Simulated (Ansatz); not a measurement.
Given:

Host crystal: wurtzite ZnO, with a band gap (PBE, scalar-relativistic without spin-orbit coupling).

End structure of O on the 1x1 (10-10) surface of wurtzite ZnO (cut with top plane O + Zn), one in a 2x1 cell, started at the site 'top Zn':

```
CELL_PARAMETERS angstrom
      6.55898     0.00000     0.00000
      0.00000     5.29379     0.00000
      0.00000     0.00000    28.50000
ATOMIC_POSITIONS crystal
  O  0.25000 0.37743 0.33452
  O  0.75000 0.37743 0.33452
  Zn 0.25000 0.03125 0.34633
  Zn 0.75000 0.03125 0.34633
  O  0.00000 0.87215 0.36753
  O  0.50000 0.87215 0.36753
  Zn 0.00000 0.49479 0.36289
  Zn 0.50000 0.49479 0.36289
  O  0.00000 0.37176 0.43285
  O  0.50000 0.37176 0.43285
  Zn 0.00000 0.99599 0.43628
  Zn 0.50000 0.99599 0.43628
  O  0.25000 0.87014 0.46746
  O  0.75000 0.87014 0.46746
  Zn 0.25000 0.49048 0.46515
  Zn 0.75000 0.49048 0.46515
  O  0.25000 0.37068 0.53233
  O  0.75000 0.37339 0.53299
  Zn 0.25000 0.99169 0.53452
  Zn 0.75000 0.99453 0.53423
  O  0.99911 0.87210 0.56616
  O  0.50089 0.87210 0.56616
  Zn 0.00301 0.49525 0.56504
  Zn 0.49699 0.49525 0.56504
  O  0.00346 0.36779 0.63260
  O  0.49654 0.36779 0.63260
  Zn 0.99565 0.99021 0.63528
  Zn 0.50435 0.99021 0.63528
  O  0.25000 0.86232 0.65680
  O  0.75000 0.86922 0.66373
  Zn 0.25000 0.49662 0.66615
  Zn 0.75000 0.51880 0.65371
  O  0.25000 0.52929 0.73179
```

Slab: 33 atoms, 9.4 Å thick at the start under the adsorbate (thin: gaps and levels are the slab's own); k 3x4x1, smearing 0.01 eV, dipole-corrected; single point; on the structure that PBE left under its start's symmetry; spin-polarised, ending with about 2.0 μB a cell; orders that need a larger cell were not tried, no spin-orbit, no U, no dispersion correction. The program's check for a lower electronic state was not made. It is one chosen start, not shown to be the lowest state of the adsorbate.

A negative adsorption energy means that the adsorbate is more stable on the surface than in its reference.

What adsorption energy against ½ O2(g) at the same level does Ansatz (a quantum-chemistry and plane-wave program) with r2SCAN, at the PBE geometry and the start's symmetry give?

1.85 eV

What is the computed change of the step from the bottom to the top vacuum level, against the clean slab (r2SCAN, at the PBE geometry and the start's symmetry)?

0.96 eV
